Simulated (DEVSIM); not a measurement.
System: Pd/Al2O3/p-In0.53Ga0.47As capacitor, at 250 K.

Layer 1 from the left is Al2O3, thickness (nm) 21.0. Layer 2 from the left is In0.53Ga0.47As, thickness (nm) 5700, Na (cm⁻³) 1e16.

Metal gate on the left, work function 5.2 eV. Fixed charge at the semiconductor interface 5.5e10 cm⁻² (in units of +e); no interface traps.

This is a model device: material constants are rounded textbook-type values typed into the input, and sizes, dopings and lifetimes were drawn at random. Values at 300 K; Nc and Nv go as T^1.5, mobilities as T to minus their exponent, the gap by Varshni's rule with the affinity fixed.

Al2O3: gap (eV) 6.8, affinity (eV) 1.35, permittivity 9. In0.53Ga0.47As: gap (eV) 0.74, affinity (eV) 4.51, permittivity 13.9, Nc (cm⁻³) 2.1e17, Nv (cm⁻³) 7.7e18, Varshni α (eV/K) 0.00035, Varshni β (K) 190.

### Question
Estimate by hand the flat-band voltage, the threshold voltage, and compare with a numerical solution.

### Answer

- Flat-band voltage: C = 0.379 μF/cm², work-function difference 0.073 V; VFB = φms − qNf/C = 0.05 V; numerical 0.05 V.
- Threshold voltage: φF = 0.279 V, depletion charge √(4εqNφF) = 4.69e-8 C/cm²; VT = VFB + 2φF + Qd/C = 0.73 V; numerical 0.73 V.

Model (solved in DEVSIM): 1D Poisson equation in equilibrium, Boltzmann statistics, complete ionisation; no quantum confinement or tunnelling. Metal contacts follow the ideal Schottky-Mott rule: no Fermi-level pinning, no interface dipoles.
